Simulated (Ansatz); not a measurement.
MgS (model structure, started from the GeS type, Fm-3m, No. 225, 8 atoms in the cell) was calculated with PBE-D3(BJ) in Ansatz (PAW).

Numerical settings: plane-wave cutoff 520 eV, 6×16×14 k mesh (along the axes of the cell as run), Fermi–Dirac smearing 0.05 eV, scalar-relativistic PAW data made under PBE.

Cell (relaxed at this level):

Space group Fm-3m (No. 225); a = b = c = 5.155 Å, α = β = γ = 90.00°

```json
[
 {"atom": "Mg", "site": "4a", "symmetry": "m-3m", "x": "0.0000", "y": "0.0000", "z": "0.0000"},
 {"atom": "S", "site": "4b", "symmetry": "m-3m", "x": "0.5000", "y": "0.5000", "z": "0.5000"}
]
```

Question: What does this level give for the band gap?

Answer: 
- band gap: 2.85 eV (direct)

Static lattice: no zero-point or thermal effects.

Computing time: roughly 2.2 core-minutes.

A model structure was made by putting elements into a prototype or built by hand; here it ended with the formula and space group of a phase in our tables.

Ansatz is a program for electronic structure.
